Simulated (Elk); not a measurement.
A self-consistent single point of CdTe (P6_3mc, 4 atoms in the cell) with Elk.

Level of theory: LDA (PW92), all-electron FP-LAPW, Elk's shipped species files, default APW+lo basis run with Elk.

The change in words: lattice scaled by 0.98. Reference geometry:
```
CdTe
1.0
    4.63327     0.00000     0.00000
   -2.31664     4.01253     0.00000
    0.00000     0.00000     7.60243
Cd Te
2 2
Cartesian
  0.00000   2.67502   0.00274
  2.31664   1.33751   3.80395
  0.00000   2.67502   2.84817
  2.31664   1.33751   6.64939
```

Reference input (self-consistent single point, DFT, LDA (PW92), all-electron FP-LAPW, Elk's shipped species files, default APW+lo basis): stype = 0; swidth = 0.0001 Ha; ngridk = 6 6 3; rmtscf = 0.97; maxscl = 100. This run's input differs from it in these lines:

```diff
@@ -16,5 +16,5 @@
 avec
-    8.7556118823   -0.0000001209    0.0000000000
-   -4.3778058365    7.5825823762    0.0000000000
-    0.0000000000    0.0000000000   14.3665105816
+    8.5804995862   -0.0000004019    0.0000000000
+   -4.2902494450    7.4309308198    0.0000000000
+    0.0000000000    0.0000000000   14.0791796141
```

Output, abridged:

```
│ Self-consistent loop started │
│ Loop number : 1 │
 total energy                :     -24773.5623415
│ Loop number : 2 │
 total energy                :     -24773.6348942
RMS change in Kohn-Sham potential (target) :   0.9959742709E-01 (  0.1000000000E-05)
Absolute change in total energy (target)   :   0.7255262502E-01 (  0.1000000000E-03)
│ Loop number : 3 │
 total energy                :     -24773.4576998
RMS change in Kohn-Sham potential (target) :   0.9145603786E-01 (  0.1000000000E-05)
Absolute change in total energy (target)   :   0.1590561885     (  0.1000000000E-03)
│ Loop number : 4 │
   [... lines left out ...]
Absolute change in total energy (target)   :   0.8966779897E-03 (  0.1000000000E-03)
│ Loop number : 14 │
 total energy                :     -24764.6178558
RMS change in Kohn-Sham potential (target) :   0.1793850878E-06 (  0.1000000000E-05)
Absolute change in total energy (target)   :   0.3274257979E-03 (  0.1000000000E-03)
│ Loop number : 15 │
 total energy                :     -24764.6178683
RMS change in Kohn-Sham potential (target) :   0.8691529270E-07 (  0.1000000000E-05)
Absolute change in total energy (target)   :   0.6931998723E-04 (  0.1000000000E-03)
Convergence targets achieved

│ Loop number : 16 │

Energies :
 Fermi                       :     0.115187599255
 total energy                :     -24764.6178791

Density of states at Fermi energy :   0.8533365922E-05
 (states/Hartree/unit cell)

Estimated indirect band gap :   0.2252410074E-01
 from k-point      1 to k-point      1
Estimated direct band gap   :   0.2252410074E-01
 at k-point      1

Charges :
 core                        :    132.0000000
 valence                     :    68.00000000
 interstitial                :    7.367931591
 muffin-tins (core leakage)
  species :    1 (Cd)
   atom    1                 :    46.50808173     (  0.3769241245E-03)
   atom    2                 :    46.50808173     (  0.3769241245E-03)
  species :    2 (Te)
   atom    1                 :    49.80795248     (  0.6351826392E-03)
   atom    2                 :    49.80795248     (  0.6351826392E-03)
 total in muffin-tins        :    192.6320684
 total calculated charge     :    199.9933809
 total charge                :    200.0000000
 error                       :   0.6619129185E-02

│ Self-consistent loop stopped │
```

The run converged in 16 iterations. The count includes the last loop, which Elk runs after its targets are met. Against the reference run the total energy falls by 25.9 meV/atom and the gap on the mesh goes from 0.426 to 0.613 eV.

The starting cell comes from a database of computed structures (which also holds hypothetical and non-ambient phases and stackings), without a prior relaxation at this level. For this run, on top of that: lattice scaled by 0.98. Spin-orbit coupling is off. Values depend on the basis (sphere radii, cutoffs, local orbitals), which need not be converged.
